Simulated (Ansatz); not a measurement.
Structures of equal composition on the (100) surface of rock-salt TiC: a layer of Pt, one atom over each C; a layer of Pt, one atom over each Ti. The slabs share one bottom face, and each structure is named by its start. These are constructed structures in small cells; real faces may alloy, dewet or reconstruct in larger ones, and not all known structures of the face are among them. Slabs of about 13 Å, Fermi-Dirac smearing of 0.1 eV. Bottom of the slabs: a bare face, its two planes held. Relaxed from the named starts with such symmetry as they have, on meshes of like density; energies extrapolated to zero smearing; spin only where a row says so; no spin-orbit coupling, no U. Brackets mark spin-polarised runs, whose order is one that fits the cell.

These are PBE (plane waves to 420 eV, PAW; Ansatz, an electronic-structure program) values and carry that method's errors.

Rank these by energy per 1x1 cell (lowest first), as PBE gives it.

a layer of Pt, one atom over each C (0.000 eV), a layer of Pt, one atom over each Ti (1.441 eV)
